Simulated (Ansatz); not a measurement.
The starting structures come from a database of crystals and need not be the phases stable at ambient conditions.

```yaml
crystal:
  lattice:
    - [7.09215, 0.00000, 0.00000]
    - [0.00000, 10.21773, 0.00000]
    - [0.00000, 4.92268, 5.10547]
  atoms:
    - { symbol: In, position: [0.50000, 0.74311, 0.75689] }
    - { symbol: In, position: [0.50000, 0.25689, 0.24311] }
    - { symbol: In, position: [0.00000, 0.24311, 0.75689] }
    - { symbol: In, position: [0.00000, 0.75689, 0.24311] }
    - { symbol: In, position: [0.34781, 0.01134, 0.82958] }
    - { symbol: In, position: [0.84092, 0.98866, 0.66353] }
    - { symbol: In, position: [0.65219, 0.01134, 0.14774] }
    - { symbol: In, position: [0.15908, 0.98866, 0.35915] }
    - { symbol: In, position: [0.84781, 0.51134, 0.14774] }
    - { symbol: In, position: [0.34092, 0.48866, 0.35915] }
    - { symbol: In, position: [0.15219, 0.51134, 0.82958] }
    - { symbol: In, position: [0.65908, 0.48866, 0.66353] }
    - { symbol: Ru, position: [0.84582, 0.75000, 0.59582] }
    - { symbol: Ru, position: [0.34582, 0.25000, 0.90418] }
    - { symbol: Ru, position: [0.15418, 0.75000, 0.90418] }
    - { symbol: Ru, position: [0.65418, 0.25000, 0.59582] }
```

Space group of this cell: P-4n2. The cell is taken as given; by r2SCAN its mean pressure is -2.7 GPa.

Transport runs along the normal of the first two printed cell vectors, the (101) plane of the conventional cell.

No gap correction and no spin-orbit coupling; mid-gap values are interpolated between computed energies.

Q: State the band gap and the smallest decay constant κ at mid-gap according to r2SCAN in Ansatz (a first-principles code).

A: Gap 0.41 eV on a 6×6×6 mesh; κ = 0.120 1/Å, at (0.250, 0.000) of the in-plane reciprocal vectors. At the zone centre, at the nearest computed energy, the slowest state has κ = 0.14 1/Å.
